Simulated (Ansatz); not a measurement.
The starting structures come from a database of crystals and need not be the phases stable at ambient conditions.

Consider the following.

```
K2NaYF6
1.0
    6.30497     0.00000     0.00000
   -3.15248     5.46026     0.00000
    3.15248     1.82009     5.14798
K Na Y F
2 1 1 6
Direct
  0.50000   0.25000   0.25000
  0.50000   0.75000   0.75000
  0.00000   0.50000   0.50000
  0.00000   0.00000   0.00000
  0.00000   0.75560   0.24440
  0.00000   0.24440   0.75560
  0.00000   0.24440   0.24440
  0.00000   0.75560   0.75560
  0.51120   0.75560   0.24440
  0.48880   0.24440   0.75560
```

Space group of this cell: Fm-3m. The cell is taken as given; by r2SCAN its mean pressure is -2.7 GPa.

Transport runs along the normal of the first two printed cell vectors, the (111) plane of the conventional cell.

The gap is the functional's own, uncorrected, and κ follows it; spin-orbit coupling is left out. Mid-gap values are interpolated between the computed energies.

**Question.** State the band gap and the smallest decay constant κ at mid-gap according to Ansatz (an electronic-structure program) with r2SCAN.

**Answer.** Gap 7.05 eV on a 8×8×8 mesh; κ = 0.574 1/Å, at the zone centre.
